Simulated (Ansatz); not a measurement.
The reference is ZnS in the zinc blende structure (space group F-43m, No. 216; a = 5.3891 Å). Axes: x, y, z lie along the cube axes.

Calculations: Ansatz (a quantum-chemistry and plane-wave program) r2SCAN, no spin-orbit coupling.

Strains are applied to the cell and any free atomic positions relax.

One change was made to it. Results:

The valley order (the lowest conduction-band minima on the path, energy above the VBM, named in the base's zone) changes from Γ 2.70 eV; X along ⟨100⟩ 3.71 eV; L along ⟨111⟩ 3.82 eV to Γ 2.65 eV; X along [001] 3.63 eV; X along [010] 3.66 eV; L along [1-11] 3.70 eV; the energy rises by 0.9 meV/atom; the shortest interatomic distance shrinks by 0.004 Å, from 2.334 Å to 2.330 Å.

Problem. Which of these changes matches the shifts?
A) tensor shear ε_xy = +2.00 %
B) tensor shear ε_xy = +0.86 %
C) tensor shear ε_xy = +1.71 %

Solution. B, tensor shear ε_xy = +0.86 %. For comparison, the valley order in the other runs: tensor shear ε_xy = +2.00 % gives Γ 2.56 eV; X along [001] 3.46 eV; L along [1-1-1] 3.54 eV; X along [010] 3.59 eV; tensor shear ε_xy = +1.71 % gives Γ 2.59 eV; X along [001] 3.50 eV; L along [1-1-1] 3.59 eV; X along [010] 3.61 eV.

The levels and masses belong to the bands next to the band gap. Whether these cells are dynamically stable was not tested.
